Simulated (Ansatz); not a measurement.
## How far to go with shifted k-point meshes: Se (C2, 3 atoms in the cell)

```yaml
crystal:
  lattice:
    - [2.19156, -3.79589, 0.00000]
    - [2.19156, 3.79589, 0.00000]
    - [0.00000, 0.00000, 4.96485]
  atoms:
    - { symbol: Se, position: [0.00000, 0.22500, 0.66667] }
    - { symbol: Se, position: [0.78641, 0.78641, 0.00000] }
    - { symbol: Se, position: [0.22500, 0.00000, 0.33333] }
```

Level of theory: LDA (PW92), default PAW files made with PBE (plane waves; Ansatz, a quantum-chemistry and plane-wave program).

Base settings: basis.ecutwfc = 420 eV; kpoints.mp_grid.grid = 7 7 5; hamiltonian.xc = lda; hamiltonian.pseudopotentials = {kind: paw} (the program's default PAW files); scf.occupations.method = fermi_dirac; scf.occupations.width = 0.01 eV.

In this ladder: kpoints.mp_grid.shift = 0.5 0.5 0.5.

Shifted meshes do not hold Γ, so a gap read on them misses any band edge there.

Only quantities that move along the ladder and can be compared are tabulated.

The count of work is k-points × plane waves × bands × iterations; it is no time. Core times come from one kind of shared machine, to one figure; runs under 30 s give none.

The starting cell has typed, rounded lattice constants, without a prior relaxation at this level. Its lattice was rescaled by up to half a per cent. One atom was moved a little off its site on purpose. Ansatz's pressure includes its estimate of the finite-basis (Pulay) stress.

Steps (kpoints.mp_grid.grid): 2 2 1; 2 2 2; 3 3 2; 3 3 3; 4 4 3; 5 5 4; 6 6 4; 6 6 5; 7 7 5; 8 8 6; 8 8 7; 9 9 7; 10 10 8; 11 11 9; 13 13 10; 14 14 11; 15 15 12; 17 17 13; 19 19 14.

Q: What is the coarsest kpoints.mp_grid.grid that holds the free energy within 2 meV/atom of the last step, with all finer ones?

A: 3 3 3, at 0.0075 of the last step's count of work; the step before is off by 26 meV/atom.

Q: What is the coarsest kpoints.mp_grid.grid that holds the pressure within 1 GPa of the last step, with all finer ones?

A: 2 2 2, at 0.0023 of the last step's count of work; the step before is off by 3.3 GPa.

Q: What is the coarsest kpoints.mp_grid.grid that holds the forces within 0.01 eV/Å of the last step, with all finer ones?

A: 5 5 4, at 0.019 of the last step's count of work; the step before is off by 0.031 eV/Å.

| kpoints.mp_grid.grid | free energy less the last step's (meV/atom) | pressure (GPa) | largest difference of a force vector from the last step's (eV/Å) | gap on the mesh (eV) | count of work / last | core time / last (rough) |
|---|---|---|---|---|---|---|
| 2 2 1 | 428.17 | 2.66 | 1.873 | 1.823 | 0.0015 | – |
| 2 2 2 | -11.37 | -0.63 | 0.372 | 2.010 | 0.0023 | – |
| 3 3 2 | -25.92 | -0.90 | 0.226 | 2.028 | 0.0045 | – |
| 3 3 3 | -0.18 | -0.70 | 0.038 | 1.377 | 0.0075 | – |
| 4 4 3 | 1.76 | -0.68 | 0.031 | 1.101 | 0.012 | – |
| 5 5 4 | -0.49 | -0.68 | 0.005 | 1.495 | 0.019 | – |
| 6 6 4 | -0.55 | -0.68 | 0.002 | 1.404 | 0.032 | – |
| 6 6 5 | 0.09 | -0.67 | 0.002 | 1.118 | 0.041 | – |
| 7 7 5 | 0.16 | -0.67 | 0.001 | 0.933 | 0.054 | – |
| 8 8 6 | -0.05 | -0.67 | 0.001 | 1.234 | 0.081 | – |
| 8 8 7 | 0.00 | -0.67 | 0.000 | 0.966 | 0.096 | – |
| 9 9 7 | 0.01 | -0.67 | 0.000 | 0.999 | 0.12 | – |
| 10 10 8 | 0.00 | -0.67 | 0.000 | 1.089 | 0.17 | – |
| 11 11 9 | 0.00 | -0.67 | 0.000 | 0.934 | 0.23 | 0.2 |
| 13 13 10 | 0.00 | -0.67 | 0.000 | 1.024 | 0.34 | 0.3 |
| 14 14 11 | 0.00 | -0.67 | 0.000 | 0.923 | 0.44 | 0.4 |
| 15 15 12 | 0.00 | -0.67 | 0.000 | 1.012 | 0.54 | 0.5 |
| 17 17 13 | 0.00 | -0.67 | 0.000 | 0.916 | 0.75 | 0.8 |
| 19 19 14 | 0.00 | -0.67 | 0.000 | 0.961 | 1.0 | 1 |

The gap on the mesh jumps up and down from mesh to mesh; it is no smooth measure of convergence.

Keys are those of Ansatz 0.2.
